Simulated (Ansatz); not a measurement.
**GaAs, response to strain**

Start from GaAs in the zinc blende structure (space group F-43m, No. 216; a = 5.666 Å). Axes: x, y, z lie along the cube axes.

Strains are applied to the cell and any free atomic positions relax; under biaxial strain the out-of-plane vector relaxes too.

Calculations: r2SCAN in Ansatz (plane waves to 500 eV, PAW, scalar-relativistic without spin-orbit coupling), earlier PAW set.

Notes on the quantities. pressure: mean of the normal stresses, compression positive.

| case | pressure | volume per atom | band gap |
|---|---|---|---|
| base | 0.00 GPa | 22.73 Å³ | 0.97 eV |
| biaxial strain −2.23 %, plane normal [001], relaxed out of plane | 2.02 GPa | (withheld) | 1.08 eV |
| biaxial strain −0.84 %, plane normal [001], relaxed out of plane | 0.72 GPa | 22.51 Å³ | 1.01 eV |
| biaxial strain +0.44 %, plane normal [001], relaxed out of plane | -0.36 GPa | 22.85 Å³ | 0.90 eV |
| biaxial strain +0.99 %, plane normal [001], relaxed out of plane | -0.79 GPa | 22.99 Å³ | 0.81 eV |
| biaxial strain +2.07 %, plane normal [110], relaxed out of plane | (withheld) | 23.46 Å³ | 0.56 eV |
| isotropic strain −0.91 % | 2.12 GPa | 22.12 Å³ | 1.19 eV |
| uniaxial strain ε_xx = −5.52 % | 4.61 GPa | 21.48 Å³ | 1.09 eV |
| uniaxial strain ε_xx = −1.08 % | 0.81 GPa | 22.49 Å³ | 1.01 eV |
| uniaxial strain ε_zz = +2.59 % | -1.75 GPa | 23.32 Å³ | 0.71 eV |

Q: Complete the table.

A: 
- biaxial strain −2.23 %, plane normal [001], relaxed out of plane, volume per atom: 22.14 Å³
- biaxial strain +2.07 %, plane normal [110], relaxed out of plane, pressure: -2.11 GPa

A biaxial case was relaxed in a doubled cell and then solved in the primitive one. Stability against distortions was not tested.

Ansatz is an electronic-structure program.
